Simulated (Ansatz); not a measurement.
Input and output of a self-consistent single point for CaCu4As2 (R3m, 7 atoms in the cell) (Ansatz, a program for electronic structure).

Computed with LDA (PW92), default PAW files made with PBE (plane waves; Ansatz).

The change in words: lattice scaled by 0.98; kpoints.mp_grid.grid: 6 6 6 → 9 9 9. Reference geometry:
```yaml
crystal:
  lattice:
    - [2.07008, 1.19516, 7.59123]
    - [-2.07008, 1.19516, 7.59123]
    - [0.00000, -2.39032, 7.59123]
  atoms:
    - { symbol: Ca, position: [0.00220, 0.00220, 0.00220] }
    - { symbol: Cu, position: [0.14454, 0.14454, 0.14454] }
    - { symbol: Cu, position: [0.85546, 0.85546, 0.85546] }
    - { symbol: Cu, position: [0.56134, 0.56134, 0.56134] }
    - { symbol: Cu, position: [0.43866, 0.43866, 0.43866] }
    - { symbol: As, position: [0.25217, 0.25217, 0.25217] }
    - { symbol: As, position: [0.74783, 0.74783, 0.74783] }
```

Reference input (self-consistent single point, DFT, LDA (PW92), plane waves, default PAW files made with PBE): basis.ecutwfc = 420 eV; kpoints.mp_grid.grid = 6 6 6; hamiltonian.xc = lda; hamiltonian.pseudopotentials = {kind: paw} (the program's default PAW files); scf.occupations.method = gaussian; scf.occupations.width = 0.1 eV. This run's input differs from it in these lines:

Ansatz 0.2 input:
```diff
@@ -2,5 +2,5 @@
   lattice:
-    - [2.07007900, 1.19516100, 7.59122700]
-    - [-2.07007900, 1.19516100, 7.59122700]
-    - [0.00000000, -2.39032100, 7.59122700]
+    - [2.02867700, 1.17125800, 7.43940200]
+    - [-2.02867700, 1.17125800, 7.43940200]
+    - [0.00000000, -2.34251500, 7.43940200]
   atoms:
@@ -16,3 +16,3 @@
 kpoints:
-  mp_grid: { grid: [6, 6, 6] }
+  mp_grid: { grid: [9, 9, 9] }
 hamiltonian:
```

Output, abridged:

```
SCF iter   1: F=—  HF=-37545.479008 eV  |F-HF|=—  |Δ(HF+E_count)|=         —  Δρ=1.12e-2  dr2=1.22e-1  ethr=1.77e-3  ⟨swp⟩=7.0  Hψ=23292  notcnv=0  defer=47
all-band conjugate gradients solve this SCF's bands
preconditioner: auto → Kerker (q_TF=auto, 2.769 Å⁻¹)
SCF iter   2: F=—  HF=-37545.456773 eV  |F-HF|=—  |Δ(HF+E_count)|=   2.22e-2  Δρ=3.51e-3  dr2=4.09e-2  ethr=1.06e-4  ⟨swp⟩=2.0  Hψ=9354  notcnv=0  defer=358
   [... lines left out ...]
SCF iter   7: F=—  HF=-37545.449267 eV  |F-HF|=—  |Δ(HF+E_count)|=   1.80e-5  Δρ=4.85e-5  dr2=4.99e-6  ethr=1.17e-8  ⟨swp⟩=2.0  Hψ=9278  notcnv=0  defer=383
SCF iter   8: F=—  HF=-37545.449266 eV  |F-HF|=—  |Δ(HF+E_count)|=   5.13e-7  Δρ=5.58e-5  dr2=2.24e-6  ethr=4.30e-9  ⟨swp⟩=2.0  Hψ=7683  notcnv=0  defer=383
SCF iter   9: F=—  HF=-37545.449266 eV  |F-HF|=—  |Δ(HF+E_count)|=   4.46e-7  Δρ=1.21e-5  dr2=1.01e-7  ethr=1.93e-9  ⟨swp⟩=2.0  Hψ=9725  notcnv=0  defer=385
SCF iter  10: F=-37545.449266 eV  HF=-37545.449266 eV  |F-HF|=1.26e-8  |Δ(HF+E_count)|=   1.78e-8  Δρ=5.15e-6  dr2=3.05e-8  ethr=8.62e-11  ⟨swp⟩=8.9  Hψ=25671  notcnv=0
SCF 1 converged in 10 iterations: F = -37545.449266 eV  dr2 = 3.05e-8
Free energy (F): -37545.449266 eV
Internal energy: -37545.441872 eV  (E = F + TS)
E sigma→0 (E₀):  -37545.445569 eV
Entropy (-TS):   -0.007394 eV (-1.056 meV/atom)
Fermi energy:    14.011029 eV
--- Forces (eV/Å), atoms counted from 1 ---
  atom   1  Ca     0.00000000    -0.00000001    -0.24390957
  atom   2  Cu    -0.00000000     0.00000000     0.04356155
  atom   3  Cu     0.00000000     0.00000000     0.03177141
  atom   4  Cu     0.00000000     0.00000000     0.01414324
  atom   5  Cu    -0.00000000     0.00000000     0.04520323
  atom   6  As    -0.00000000     0.00000000     0.14815601
  atom   7  As     0.00000000    -0.00000000    -0.03885327
--- Stress (GPa, compression-positive) ---
       -1.595173      -0.000000       0.000000
       -0.000000      -1.595173       0.000000
        0.000000       0.000000      -1.451421
  P = ⅓ Tr σ = -1.5473 GPa (-15.473 kbar)
  The stress holds the Pulay correction. Without it, at fixed plane waves, as pw.x and ABINIT print it: P = -1.6112 GPa
```

The run converged in 10 iterations. Against the reference run the free energy goes down by 31.4 meV/atom, the pressure goes from -7.48 to -1.55 GPa and the largest force hardly changes (0.239 to 0.244 eV/Å).

The starting cell comes from a database of computed structures (which also holds hypothetical and non-ambient phases and stackings), without a prior relaxation at this level. Its lattice was rescaled by up to half a per cent. One atom was moved a little off its site on purpose. For this run, on top of that: lattice scaled by 0.98. Spin polarisation is off. Ansatz's pressure includes its estimate of the finite-basis (Pulay) stress. The run gives no clean gap (levels at the Fermi energy touch, overlap or are partly filled at this smearing), which alone does not show that the compound is a metal.

Cost on one core of a shared machine: roughly 60 s.
